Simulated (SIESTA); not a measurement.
SIESTA run on BaSn3Pd (I4mm, 5 atoms in the cell): self-consistent single point.

Method of the run: GGA PBEsol, numerical atomic orbitals DZP, PseudoDojo PBEsol standard norm-conserving potentials (rewritten from UPF to PSML) in SIESTA.

```xyz
5
Lattice="-2.4684 2.4684 5.6351 2.4684 -2.4684 5.6351 2.4684 2.4684 -5.6351" Properties=species:S:1:pos:R:3 pbc="T T T"
Ba     0.0000     0.0000    11.2701
Sn     2.4684     0.0000     2.8124
Sn     0.0000     2.4684     2.8124
Sn     0.0000     0.0000     4.6496
Pd     0.0000     0.0000     7.3299
```

Reference input (self-consistent single point, DFT, LDA PW92, numerical atomic orbitals DZP, PseudoDojo LDA standard norm-conserving potentials (rewritten from UPF to PSML)): XC.functional = LDA; XC.authors = PW92; potentials = PseudoDojo LDA standard; PAO.BasisSize = DZP; PAO.EnergyShift = 0.005 Ry; MeshCutoff = 350 Ry; kgrid.MonkhorstPack = 5 5 5; OccupationFunction = FD; ElectronicTemperature = 0.05 eV; MaxSCFIterations = 150; SCF.Mixer.Method = Pulay; SCF.Mixer.Weight = 0.2. This run's input differs from it in these lines:

```diff
@@ -1,2 +1,2 @@
-# files in the folder: Ba.psml Sn.psml Pd.psml (PseudoDojo LDA standard)
+# files in the folder: Ba.psml Sn.psml Pd.psml (PseudoDojo PBEsol standard)
 SystemName  BaSn3Pd
@@ -26,4 +26,4 @@
 
-XC.functional                LDA
-XC.authors                   PW92
+XC.functional                GGA
+XC.authors                   PBEsol
 PAO.BasisSize                DZP
```

The program printed (abridged):

```
        iscf     Eharris(eV)        E_KS(eV)     FreeEng(eV)     dDmax    Ef(eV) dHmax(eV)
   scf:    1   -10830.011261   -10850.528907   -10850.548424  1.498723 -4.666276  7.992576
   scf:    2   -10852.989929   -10852.405996   -10852.425801  0.111072 -4.617999  1.570837
   scf:    3   -10852.587234   -10852.500828   -10852.519781  0.037824 -4.624894  1.046810
   scf:    4   -10852.639486   -10852.579633   -10852.596975  0.071008 -4.633377  0.242131
   scf:    5   -10852.583649   -10852.582426   -10852.599932  0.015082 -4.622245  0.078353
   [... 6 lines left out ...]
   scf:   12   -10852.582676   -10852.582676   -10852.600344  0.000018 -4.620282  0.000083
   scf:   13   -10852.582676   -10852.582676   -10852.600344  0.000016 -4.620282  0.000053
   scf:   14   -10852.582676   -10852.582676   -10852.600344  0.000012 -4.620286  0.000016
   scf:   15   -10852.582676   -10852.582676   -10852.600344  0.000003 -4.620288  0.000008
SCF Convergence by DM+H criterion
max |DM_out - DM_in|         :     0.0000025024
max |H_out - H_in|      (eV) :     0.0000082927
SCF cycle converged after 15 iterations

Using DM_out to compute the final energy and forces

siesta: E_KS(eV) =           -10852.5827

siesta: E_KS - E_eggbox =    -10852.5827

siesta: Atomic forces (eV/Ang):
     1    0.000060    0.000060    0.162934
     2   -0.000159    0.000297   -0.017377
     3    0.000297   -0.000159   -0.017377
     4    0.000425    0.000425    0.012208
     5    0.000169    0.000169   -0.139886
   Tot    0.000792    0.000792    0.000502
   Max    0.162934
   Res    0.055898    sqrt( Sum f_i^2 / 3N )
   Max    0.162934    constrained

Stress tensor Voigt[x,y,z,yz,xz,xy] (kbar):      -16.84      -16.84      -17.47        0.52        0.52       -0.11
   [... lines left out ...]
siesta: FreeEng =    -10852.600344
siesta: Cell volume =        137.336208 Ang**3
siesta:          17.05174913         14.07499078  kBar
   [... lines left out ...]
              0.324   1.684   1.671   1.668   1.671   1.615   0.175   0.167

              0.160   0.167   0.144

mulliken: Qtot =       70.000

Mulliken Atomic Populations:
Atom #   charge [q] valence [e]  Species
     1     1.757350    8.242650  Ba
     2    -0.552113   14.552113  Sn
     3    -0.552113   14.552113  Sn
     4    -0.267710   14.267710  Sn
     5    -0.385414   18.385414  Pd
 Total     0.000000
```

The run converged in 15 iterations. Against the reference run the pressure goes from -0.45 to 1.71 GPa and the largest force goes from 0.153 to 0.163 eV/Å.

The starting cell comes from a database of computed structures (which also holds hypothetical and non-ambient phases and stackings), without a prior relaxation at this level. Spin polarisation is off. Values carry the incompleteness of an atom-centred basis.

Cost on one core of a shared machine: roughly 50 s.
